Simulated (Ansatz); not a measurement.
Output of an Ansatz run (abridged):

```
WARN ansatz: RAYON_NUM_THREADS=1 ignored (pool sized by the plan → 1); use --threads N
Pseudopotentials: kind: paw
Pseudopotential: Cu, paw, valence charge 19
Pseudopotential: Sn, paw, valence charge 14
Crystal: 4 atoms, lattice volume = 57.734 Å³
Basis set: ecut = 420 eV, 1139 PW (Γ)
Bands: 43, of which v1, the nominal top of the filled ones, is band 36 counted from 1 (35 counted from 0)
Symmetry: 48 space group operations
Space group: Fm-3m (ITA 225), of the structure as read, at distance tolerance 3.9e-5 Å
k-points: 35 of 729
PAW frozen core: Cu, regenerated for the run's functional, and the local potential with it
PAW frozen core: Sn, regenerated for the run's functional, and the local potential with it
Initial density: superposition of atomic densities (neutral atoms: chi_scale 0, normalization atom), corrected by the library's trained network
Initial wavefunctions: pseudopotential atomic-orbital guess
Eigensolver: davidson
Functional: x = slater, c = lda
SCF iter   1: F=—  HF=-25546.337780 eV  |F-HF|=—  |Δ(HF+E_count)|=         —  Δρ=1.76e-2  dr2=7.86e-2  ethr=1.77e-3  ⟨swp⟩=6.3  Hψ=5538  notcnv=0  defer=8
all-band conjugate gradients solve this SCF's bands
preconditioner: auto → none
SCF iter   2: F=—  HF=-25546.318193 eV  |F-HF|=—  |Δ(HF+E_count)|=   1.96e-2  Δρ=2.99e-3  dr2=3.70e-3  ethr=1.11e-4  ⟨swp⟩=3.0  Hψ=3239  notcnv=0  defer=47
SCF iter   3: F=—  HF=-25546.316908 eV  |F-HF|=—  |Δ(HF+E_count)|=   1.28e-3  Δρ=1.87e-3  dr2=7.74e-4  ethr=5.22e-6  ⟨swp⟩=2.0  Hψ=2072  notcnv=0  defer=47
SCF iter   4: F=—  HF=-25546.316860 eV  |F-HF|=—  |Δ(HF+E_count)|=   4.84e-5  Δρ=3.20e-4  dr2=2.54e-5  ethr=1.09e-6  ⟨swp⟩=1.1  Hψ=1460  notcnv=0  defer=47
SCF iter   5: F=—  HF=-25546.316859 eV  |F-HF|=—  |Δ(HF+E_count)|=   9.04e-7  Δρ=6.92e-5  dr2=1.62e-6  ethr=3.57e-8  ⟨swp⟩=2.0  Hψ=2370  notcnv=0  defer=47
SCF iter   6: F=-25546.316858 eV  HF=-25546.316858 eV  |F-HF|=2.35e-8  |Δ(HF+E_count)|=   3.60e-7  Δρ=8.87e-6  dr2=1.88e-8  ethr=1.41e-10  ⟨swp⟩=7.0  Hψ=7670  notcnv=0
SCF 1 converged in 6 iterations: F = -25546.316858 eV  dr2 = 1.88e-8
SCF converged after 6 iterations
Free energy (F): -25546.316858 eV
Harris-Foulkes:  -25546.316858 eV  (|F-HF|=2.35e-8)
Internal energy: -25546.291805 eV  (E = F + TS)
E sigma→0 (E₀):  -25546.304332 eV
Entropy (-TS):   -0.025053 eV (-6.263 meV/atom)
Fermi energy:    15.661817 eV
--- Per-component energies (eV) ---
  E_band       = -1176.654305
  E_kinetic    = 1091.519378
  E_local      = -13799.760161  (includes V_loc(G=0)·N_el)
  E_nonlocal   = 1166.362633
  E_hartree    = 6272.117953
  E_xc         = -644.792010
  E_vxc        = -443.589673  (∫ρ·V_xc dr)
  E_paw        = -8788.025402  (= ΣΔE_a)
  E_vpaw       = -1735.421427  (= ΣTr[D̂ρ^β])
  E_aug_tail   = 0.000580  (compensation charges beyond the density's cutoff)
  E_ewald      = -10845.488654
  E_core_change = 1.773878  (= ΣΔE_core)
  E_smearing   = -0.025053  (= −TS)
  E_closure    = -0.000000  (closes the sum)
  Σ components = -25546.316858   (vs F -25546.316858, Δ=0.00e0)
--- Forces (eV/Å), atoms counted from 1 ---
  atom   1  Cu     0.00000000    -0.00000000    -0.00000000
   [... zero for the other atoms too ...]
  max |Σ_I F_I| component: 4.63e-18 eV/Å
--- Stress (GPa, compression-positive) ---
       -8.937749      -0.000000      -0.000000
       -0.000000      -8.937749       0.000000
        0.000000       0.000000      -8.937749
  P = ⅓ Tr σ = -8.9377 GPa (-89.377 kbar)
  The stress holds the Pulay correction. Without it, at fixed plane waves, as pw.x and ABINIT print it: P = -9.0315 GPa
--- Band table (eV; the first three rows and the last of 35) ---
  k-point 0: bands = ["-96.7059", "-96.7050", "-96.2796", "-54.5313", "-54.5313", "-54.5313", "-54.5268", "-54.5268", "-54.5268", "-54.1055", "-54.1055", "-54.1055", "-5.9305", "-5.9305", "-5.9305", "-5.8801", "-5.8801", "4.2418", "11.0107", [...]
  k-point 1: bands = ["-96.7058", "-96.7050", "-96.2796", "-54.5313", "-54.5312", "-54.5312", "-54.5269", "-54.5269", "-54.5268", "-54.1055", "-54.1055", "-54.1055", "-5.9305", "-5.9294", "-5.9294", "-5.8798", "-5.8798", "4.3886", "10.8743", [...]
  k-point 2: bands = ["-96.7057", "-96.7051", "-96.2796", "-54.5310", "-54.5308", "-54.5308", "-54.5273", "-54.5273", "-54.5270", "-54.1056", "-54.1054", "-54.1054", "-5.9306", "-5.9268", "-5.9268", "-5.8789", "-5.8789", "4.8200", "10.4097", [...]
  k-point 34: bands = ["-96.7054", "-96.7054", "-96.2796", "-54.5327", "-54.5319", "-54.5298", "-54.5287", "-54.5258", "-54.5257", "-54.1056", "-54.1055", "-54.1052", "-5.9300", "-5.9248", "-5.9124", "-5.8839", "-5.8728", "7.0548", "9.5216", [...]
```

The structure:

```
CELL_PARAMETERS angstrom
      0.00000     3.06761     3.06761
      3.06761     0.00000     3.06761
      3.06761     3.06761     0.00000
ATOMIC_POSITIONS crystal
  Cu 0.50000 0.50000 0.50000
  Cu 0.75000 0.75000 0.75000
  Cu 0.25000 0.25000 0.25000
  Sn 0.00000 0.00000 0.00000
```

### Question
Write an input that gives this output.

### Answer
Other spellings and defaults could give the same log, and not every line can be read from it. The input that was run (DFT, LDA (PW92), plane waves, default PAW files made with PBE):

Ansatz 0.2 input:
```yaml
crystal:
  lattice:
    - [0.00000000, 3.06761000, 3.06761000]
    - [3.06761000, 0.00000000, 3.06761000]
    - [3.06761000, 3.06761000, 0.00000000]
  atoms:
    - { symbol: Cu, position: [0.50000000, 0.50000000, 0.50000000] }
    - { symbol: Cu, position: [0.75000000, 0.75000000, 0.75000000] }
    - { symbol: Cu, position: [0.25000000, 0.25000000, 0.25000000] }
    - { symbol: Sn, position: [0.00000000, 0.00000000, 0.00000000] }
basis:
  ecutwfc: 420.0 eV
kpoints:
  mp_grid:
    grid: [9, 9, 9]
hamiltonian:
  xc: lda
  pseudopotentials:
    kind: paw
scf:
  occupations:
    method: fermi_dirac
    width: 0.1 eV
output:
  forces: true
  eigenvalues: true
  stress: true
```

The starting cell comes from a database of computed structures (which also holds hypothetical and non-ambient phases and stackings), without a prior relaxation at this level. Its lattice was rescaled by up to half a per cent. Spin polarisation is off. With a pressure of about -9 GPa the cell is away from its equilibrium volume at this level. Ansatz's pressure includes its estimate of the finite-basis (Pulay) stress.

Ansatz is a first-principles code.
